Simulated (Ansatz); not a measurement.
# KTaO$_{3}$ in the cubic perovskite structure (space group Pm-3m, No. 221)

```cif
data_KO3Ta
_chemical_formula_sum 'K1 Ta1 O3'
_space_group_name_H-M_alt 'Pm-3m'
_space_group_IT_number 221
_space_group_name_Hall '-P 4 2 3'
_cell_length_a 4.02438
_cell_length_b 4.02438
_cell_length_c 4.02438
_cell_angle_alpha 90.000
_cell_angle_beta 90.000
_cell_angle_gamma 90.000
loop_
_atom_site_label
_atom_site_type_symbol
_atom_site_symmetry_multiplicity
_atom_site_Wyckoff_symbol
_atom_site_fract_x
_atom_site_fract_y
_atom_site_fract_z
_atom_site_occupancy
K1 K 1 a 0.00000 0.00000 0.00000 1
Ta1 Ta 1 b 0.50000 0.50000 0.50000 1
O1 O 3 c 0.00000 0.50000 0.50000 1
```

All numbers come from Ansatz (a first-principles code), PBE, PAW, cutoff 420 eV, without spin-orbit coupling. Settings: 8×8×8 k-points, 0.05 eV Fermi–Dirac smearing.

```json
{
  "volume_per_atom": "13.04 Å³",
  "density": "6.83 g/cm³",
  "band_gap": "2.16 eV, indirect, R → Γ",
  "Lowest conduction-band minima above the VBM": "Γ 2.16 eV",
  "total_energy": "-2635.646 eV/atom (σ→0; compares only within this code and set-up)"
}
```

Spin-orbit coupling, missing from the scalar runs, can matter with Ta. No phonon test of stability was made.
